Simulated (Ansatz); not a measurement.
Input and output of a relaxation of the atoms for YCu5 (P6mm, 6 atoms in the cell) (Ansatz, a program for electronic structure).

Method of the run: LDA (PW92), default PAW files made with PBE (plane waves; Ansatz).

The change in words: one atom moved by 0.15 angstrom; relax: default → atoms; relax.f_tol: default → 0.2 eV/Å. Reference geometry:
```
CELL_PARAMETERS angstrom
      4.98769     0.00000     0.00000
     -2.49385     4.31947     0.00000
      0.00000     0.00000     4.02142
ATOMIC_POSITIONS crystal
  Y  0.00000 0.00000 0.00000
  Cu 0.33333 0.66667 0.00000
  Cu 0.66667 0.33333 0.00000
  Cu 0.50000 0.00000 0.50000
  Cu 0.50000 0.50000 0.50000
  Cu 0.00000 0.50000 0.50000
```

Reference input (self-consistent single point, DFT, LDA (PW92), plane waves, default PAW files made with PBE): basis.ecutwfc = 30.9 Ry; kpoints.mp_grid.grid = 8 8 8; hamiltonian.xc = lda; hamiltonian.pseudopotentials = {kind: paw} (the program's default PAW files); scf.occupations.method = fermi_dirac; scf.occupations.width = 0.0073 Ry. This run's input differs from it in these lines:

```diff
@@ -6,3 +6,3 @@
   atoms:
-    - { symbol: Y, position: [0.000000, 0.000000, 0.000000] }
+    - { symbol: Y, position: [0.000000, 0.000000, 0.037300] }
     - { symbol: Cu, position: [0.333333, 0.666667, 0.000000] }
@@ -25,2 +25,4 @@
     width: 0.0073 Ry
+relax:
+  f_tol: 0.2
 output:
```

The program printed (abridged):

```
   [... SCF lines of the steps left out ...]
relax step   1: F+E_penalty+E_count = -36525.30315317 eV  Δ(F+E_penalty+E_count) = +0.000e0 eV  max|allowed force component| = 1.313e-1 eV/Å  Δτ_max = 0.0000 Å  (6 SCF iters, dr2 threshold 1.00e-4 eV, accepted)
relax step   2: F+E_penalty+E_count = -36525.30316614 eV  Δ(F+E_penalty+E_count) = -1.297e-5 eV  max|allowed force component| = 1.316e-1 eV/Å  Δτ_max = 0.0000 Å  (6 SCF iters, accepted)
the relaxation is at rest under the 12 symmetry operations that the run kept from its start: a minimum is not shown …
Free energy (F): -36525.303166 eV
Internal energy: -36525.201446 eV  (E = F + TS)
E sigma→0 (E₀):  -36525.252306 eV
Entropy (-TS):   -0.101721 eV (-16.953 meV/atom)
Fermi energy:    14.851966 eV
--- Forces (eV/Å), atoms counted from 1 ---
  atom   1  Y      0.00000000     0.00000000    -0.13156009
  atom   2  Cu     0.00000000     0.00000000    -0.07852851
  atom   3  Cu    -0.00000000    -0.00000000    -0.07852851
  atom   4  Cu     0.00000000    -0.00000000     0.09620793
  atom   5  Cu    -0.00000000     0.00000000     0.09620793
   [... lines left out ...]
  atoms:
    - { symbol: Y, position: [0.0, 0.0, 0.0373] }
    - { symbol: Cu, position: [0.3333333333333333, 0.6666666666666666, 0.0] }
    - { symbol: Cu, position: [0.6666666666666666, 0.3333333333333333, 0.0] }
    - { symbol: Cu, position: [0.5, 0.0, 0.49999999999999994] }
    - { symbol: Cu, position: [0.5, 0.5, 0.49999999999999994] }
    - { symbol: Cu, position: [0.0, 0.5, 0.49999999999999994] }
```

The run converged.  The full log also holds: “iter 5 did not close the SCF: its close was put off for the readings that it lacked (scf_convergence_deferred on its scf_iter line)”.

Summary of the result:
```
Item                                                      Value
-----------------------------------------------  --------------
Free energy E − TS (on the zero of these files)  -36525.3032 eV
Fermi level (on the code's own zero)                   14.85 eV
Pressure                                              -6.05 GPa
Largest force (vector length)                        0.132 eV/Å
Relaxation steps                                              2
```

The starting cell comes from a database of computed structures (which also holds hypothetical and non-ambient phases and stackings), without a prior relaxation at this level. Its lattice was rescaled by up to half a per cent. For this run, on top of that: one atom moved by 0.15 angstrom. Spin polarisation is off. The relaxation keeps the symmetry of its start, so its end need not be a minimum. Ansatz's pressure includes its estimate of the finite-basis (Pulay) stress.

Cost on one core of a shared machine: roughly 50 s.

Keys are those of Ansatz 0.2.
